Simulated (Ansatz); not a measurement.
For Be₄H (model structure, P-3m1, No. 164, 5 atoms in the cell), PBEsol in Ansatz (plane waves, PAW) gives:

| Quantity | Result |
|---|---|
| lattice parameter a | 2.213 Å |
| c axis length | 8.448 Å |
| cohesive energy | 3.41 eV/atom |

Question: What does r²SCAN+rVV10 in Ansatz (PAW) give for the same quantities?

Answer: 
- lattice constant a: 2.224 Å (goes up by 0.5 %)
- lattice parameter c: 8.448 Å (is nearly the same)
- cohesive energy: 3.30 eV/atom (drops by 0.11 eV/atom)

Changes are worked out from the printed values.

Unless a cell is named, each level is at its own relaxed cell (PBEsol 7.16, r²SCAN+rVV10 7.24 Å³/atom).

Ansatz's density-functional and Hartree–Fock values are scalar-relativistic unless marked +SOC, with PAW data made under PBE.

A model structure was made by putting elements into a prototype or built by hand; it is no filed structure, need not be a known phase, and can be a saddle point held by its symmetry.

Ansatz is a program for electronic structure.
